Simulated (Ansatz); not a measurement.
C (P6_3/mmc), r2SCAN, rigid bands (Ansatz, a program for electronic structure): Condition of this run: biaxial stress in the c plane of -22 GPa (compression positive) (the target of the relaxation). band gap 3.72 eV, N_c = 1.21e19 cm⁻³ and N_v = 1.77e19 cm⁻³ at 300 K, conductivity masses along y (a = (2.54, 0.00, 0.00) Å; b = (-1.27, 2.20, 0.00) Å; c = (0.00, 0.00, 4.16) Å) of 0.481 mₑ (electrons) and 0.452 mₑ (holes). Take k_BT = 0.02585 eV.

Problem. What built-in voltage has an abrupt junction with N_A = 1e16 and N_D = 1e17 cm⁻³, all dopants ionised?

Solution. V_bi = E_g/e − (k_BT/e) ln(N_c N_v/(N_A N_D)) = 3.72 − 0.02585 × 12.27 = 3.40 V. It follows the computed gap one for one.

Problem. Find the intrinsic carrier density and the intrinsic Fermi level.

Solution. n_i = √(N_c N_v) exp(−E_g/2k_BT) = 1.46e19 × exp(−71.95) = 8.3e-13 cm⁻³. The level lies (k_BT/2) ln(N_v/N_c) = 5 meV from mid-gap (positive towards the conduction band). Each 0.1 eV added to the gap lowers n_i by a factor of 6.9.

Problem. What thermal injection velocity √(2k_BT/πm) limits a ballistic channel along the direction named?

Solution. 7.76e6 cm/s for electrons and 8.00e6 cm/s for holes, a ratio of √(m_h/m_e) = 0.969, for dilute carriers.

Rigid, parabolic bands with the computed gap; masses take one relaxation time for all states. Spin-orbit coupling is left out. Geometry: cell and atoms relaxed with PBEsol.
